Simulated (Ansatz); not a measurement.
System: interstitial F in polar orthorhombic HfO2 (charge state -1). All values below come from PBE, PAW (plane waves to 420 eV; Ansatz, a first-principles code).

Settings: 96 host sites, the relaxed PBE lattice, the Γ point alone, smearing 0.01 eV, spin-restricted, no image-charge correction. Static, classical nuclei. Spin-orbit coupling is left out. The host's phase is taken as given; its stability against other phases was not computed. The charge state is imposed; whether it is stable for some Fermi level was not computed. Sites that were not tried may lie lower.

Barriers: single points on a 2×2×2 k-point mesh shifted by half a step at the bands' geometries.

The step: several atoms move together, F the farthest. Atoms about the jump, Cartesian Å from the middle of the jump, before and after:

```csv
atom,x0,y0,z0,x1,y1,z1
F1,0.48,0.26,-0.28,-0.48,-0.26,0.28
Hf2,0.39,0.65,1.86,0.43,0.50,2.06
Hf3,0.07,-1.98,-0.64,0.07,-2.08,-0.83
O4,1.17,-0.94,-2.06,1.06,-0.45,-1.57
O5,-1.28,1.70,0.63,-1.40,1.92,0.55
O6,-0.49,-1.16,1.32,-0.31,-1.41,2.29
O7,-1.67,-1.02,-1.39,-1.74,-1.09,-1.52
O8,2.25,-0.31,1.27,2.15,-0.39,1.18
O9,1.52,2.18,0.65,1.37,1.98,0.63
O10,-0.99,1.61,-1.99,-0.94,1.62,-1.93
Hf11,-2.61,0.66,-0.67,-2.51,0.61,-0.63
Hf12,2.71,0.66,-0.58,2.67,0.65,-0.66
Hf13,0.04,2.95,-0.65,0.03,3.03,-0.61
O14,1.66,1.87,-1.95,1.67,2.02,-1.92
```

### Question
Give the saddle-point geometry and the barrier.

### Answer

```csv
atom,x,y,z
F1,-0.04,0.04,-0.07
Hf2,0.38,0.59,1.94
Hf3,0.11,-2.04,-0.70
O4,1.23,-0.70,-1.84
O5,-1.36,1.84,0.61
O6,-0.38,-1.32,1.81
O7,-1.71,-1.09,-1.42
O8,2.19,-0.37,1.16
O9,1.45,2.06,0.62
O10,-0.96,1.62,-1.96
Hf11,-2.54,0.64,-0.66
Hf12,2.69,0.64,-0.65
Hf13,0.03,3.00,-0.63
O14,1.65,1.93,-1.94
```
It lies 0.30 eV above the start and 0.30 eV above the end. The saddle point's order was not checked.
